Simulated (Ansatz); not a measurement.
The reference is AlN in the wurtzite structure (space group P6_3mc, No. 186).

```
CELL_PARAMETERS angstrom
      3.11381     0.00000     0.00000
     -1.55691     2.69664     0.00000
      0.00000     0.00000     4.98335
ATOMIC_POSITIONS crystal
  Al 0.33333 0.66667 0.00000
  Al 0.66667 0.33333 0.50000
  N  0.33333 0.66667 0.38200
  N  0.66667 0.33333 0.88200
```

Cartesian axes are those of the cell as printed.

Method: DFT with PBEsol, PAW potentials and a 420 eV plane-wave cutoff in Ansatz (a first-principles code), no spin-orbit coupling.

Base values:

The band gap is 4.09 eV and the valence-band top at Γ is 0.00, -0.22, -0.22 eV.

One thing is altered: tensor shear ε_xz = +1.00 % (engineering shear γ = 0.0200); the atoms relax in the strained cell.

### Question
What happens to the stress?

### Answer
The stress (xx, yy, zz, yz, xz, xy; compression positive) amounts to (-0.06, 0.01, 0.08, 0.00, -2.22, 0.00) GPa.

### Question
What happens to the band gap?

### Answer
The band gap decreases by 0.02 eV (4.09 eV → 4.07 eV).

### Question
Predict the new valence-band top at Γ.

### Answer
The valence-band top at Γ (three highest levels, from the VBM) changes from 0.00, -0.22, -0.22 eV to 0.00, -0.24, -0.26 eV.

Whether these cells are dynamically stable was not tested.
